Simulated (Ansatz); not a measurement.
# fluorite-type NiSi2 (1 1 0) on cubic KTaO3 (1 1 0) (film strained to the substrate, started from cuts of the bulks and a machine-learned relaxation; slabs K4Ta4O14 and Ni6Si12, which can lie off the formulas)

A periodic stack without vacuum, fluorite-type NiSi2 (1 1 0) on cubic KTaO3 (1 1 0) (film strained to the substrate, started from cuts of the bulks and a machine-learned relaxation; slabs K4Ta4O14 and Ni6Si12, which can lie off the formulas): substrate slab K4Ta4O14, film Ni6Si12, surface cells [[0, 1], [-1, 0]] and [[1, 0], [0, 1]], film strained by +4.5 and +4.5 %, outermost planes O/O and NiSi/NiSi as cut, which need not be the usual terminations and can put a slab off its formula.

The start was prepared with a machine-learned potential, and the result is one local minimum, with the in-plane cell held and forces under 0.04 eV/Å; the film can end far from its bulk form.

Computed with PBE (plane waves to 420 eV, PAW; Ansatz, an electronic-structure program). Spin–orbit coupling is left out; the runs are not spin-polarised; PBE gaps are too small against experiment. Its k-point mesh 5×7×1, Fermi–Dirac width 0.05 eV.

The interface area is 22.9 Å², the period is 23.62 Å and the heights between the nearest atoms of the two slabs at the two interfaces is 1.62 and 1.62 Å. The K–Si contacts across the interfaces within 1.22 times the sum of covalent radii comes out as 8, mean 3.74 Å and the O–Si contacts across the interfaces within 1.22 times the sum of covalent radii comes out as 4, mean 1.65 Å. The K–Ni contacts across the interfaces within 1.22 times the sum of covalent radii is 2, mean 3.24 Å.

```yaml
crystal:
  lattice:
    - [5.69164, 0.00001, 0.00002]
    - [0.00000, 4.02422, 0.06926]
    - [0.00023, 1.42837, 23.65241]
  atoms:
    - { symbol: K, position: [0.19605, 0.97283, 0.08227] }
    - { symbol: Ta, position: [0.69605, 0.47983, 0.09165] }
    - { symbol: O, position: [0.46451, 0.48793, 0.02784] }
    - { symbol: O, position: [0.92773, 0.48789, 0.02785] }
    - { symbol: O, position: [0.69610, 0.95812, 0.09316] }
    - { symbol: K, position: [0.69599, 0.91539, 0.21045] }
    - { symbol: Ta, position: [0.19599, 0.42073, 0.20966] }
    - { symbol: O, position: [0.95056, 0.43355, 0.14893] }
    - { symbol: O, position: [0.44151, 0.43359, 0.14892] }
    - { symbol: O, position: [0.19605, 0.90532, 0.20982] }
    - { symbol: K, position: [0.19600, 0.86080, 0.32934] }
    - { symbol: Ta, position: [0.69598, 0.36565, 0.33014] }
    - { symbol: O, position: [0.44608, 0.37909, 0.26992] }
    - { symbol: O, position: [0.94604, 0.37909, 0.26993] }
    - { symbol: O, position: [0.69605, 0.85021, 0.33001] }
    - { symbol: K, position: [0.69607, 0.80049, 0.45756] }
    - { symbol: Ta, position: [0.19604, 0.31722, 0.44816] }
    - { symbol: O, position: [0.94152, 0.32263, 0.39092] }
    - { symbol: O, position: [0.45056, 0.32264, 0.39091] }
    - { symbol: O, position: [0.19608, 0.79643, 0.44669] }
    - { symbol: O, position: [0.42777, 0.26654, 0.51197] }
    - { symbol: O, position: [0.96452, 0.26649, 0.51200] }
    - { symbol: Ni, position: [0.19614, 0.16507, 0.65251] }
    - { symbol: Ni, position: [0.69609, 0.71914, 0.59482] }
    - { symbol: Ni, position: [0.19612, 0.09529, 0.81060] }
    - { symbol: Ni, position: [0.69613, 0.63855, 0.72927] }
    - { symbol: Ni, position: [0.19612, 0.02496, 0.94513] }
    - { symbol: Ni, position: [0.69612, 0.56759, 0.88731] }
    - { symbol: Si, position: [0.41212, 0.66441, 0.65641] }
    - { symbol: Si, position: [0.48136, 0.22117, 0.58072] }
    - { symbol: Si, position: [0.91086, 0.22115, 0.58074] }
    - { symbol: Si, position: [0.98010, 0.66442, 0.65641] }
    - { symbol: Si, position: [0.43284, 0.59738, 0.80807] }
    - { symbol: Si, position: [0.45941, 0.13669, 0.73183] }
    - { symbol: Si, position: [0.93285, 0.13670, 0.73182] }
    - { symbol: Si, position: [0.95942, 0.59739, 0.80807] }
    - { symbol: Si, position: [0.41070, 0.52088, 0.95905] }
    - { symbol: Si, position: [0.48011, 0.06834, 0.88350] }
    - { symbol: Si, position: [0.91213, 0.06834, 0.88351] }
    - { symbol: Si, position: [0.98151, 0.52086, 0.95906] }
```
